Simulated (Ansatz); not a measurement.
The starting structures come from a database of crystals and need not be the phases stable at ambient conditions.

Tunnelling through a barrier is set by its complex band structure: the current falls as exp(−2κd) with the smallest κ.

Consider the following.

```xyz
18
Lattice="7.1026 0.0000 0.0000 0.0000 7.1793 0.0000 -0.0566 0.0000 10.0286" Properties=species:S:1:pos:R:3 pbc="T T T"
K      0.0335     3.9332     7.5132
K      7.0126     3.2461     2.5155
K      3.4330     0.3435     7.5298
K      3.6131     6.8358     2.4988
Sn     3.5230     3.5897     5.0143
Sn     0.0000     0.0000     0.0000
Cl     1.3581     1.9868     9.7654
Cl     5.6879     5.1925     0.2633
Cl     2.1083     5.5765     5.2776
Cl     4.9377     1.6029     4.7511
Cl     1.9071     5.7430     9.7144
Cl     5.1389     1.4363     0.3142
Cl     1.5594     2.1534     5.3285
Cl     5.4867     5.0260     4.7001
Cl     6.6518     7.1536     7.6164
Cl     0.3942     0.0257     2.4123
Cl     3.9172     3.5640     7.4266
Cl     3.1288     3.6154     2.6020
```

Space group of this cell: P2_1/c. The cell is taken as given.

Transport runs along the normal of the first two printed cell vectors.

The gap is the functional's own. No spin-orbit coupling. Mid-gap values are interpolated on the energy grid.

Q: Give the band gap and the smallest decay constant κ at mid-gap that Ansatz (a quantum-chemistry and plane-wave program) with PBEsol yields.

A: Gap 2.80 eV on a 4×4×4 mesh; κ = 0.337 1/Å, at the zone centre.
